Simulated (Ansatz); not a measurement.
Results of PBE (plane waves, PAW; Ansatz, a quantum-chemistry and plane-wave program) for MoP (P-6m2, No. 187, 2 atoms in the cell; start COD 1539074).

Run with plane-wave cutoff 520 eV, 18×18×18 k mesh, Fermi–Dirac smearing 0.05 eV, no spin polarisation, scalar-relativistic PAW data made under PBE.

Cell (relaxed at this level):

```
MoP
1.0
    3.24071     0.00000     0.00000
   -1.62035     2.80653     0.00000
    0.00000     0.00000     3.19560
Mo P
1 1
Direct
  0.00000   0.00000   0.00000
  0.33333   0.66667   0.50000
```

Give the computed bulk modulus B0.


bulk modulus B0: 215 GPa

Note: the bulk modulus is −V dP/dV from two relaxed cells at ±2 % in volume; the relaxation could not lower the start's symmetry, so the cell can be a saddle point above a distorted one.

Computed values are for the static lattice.
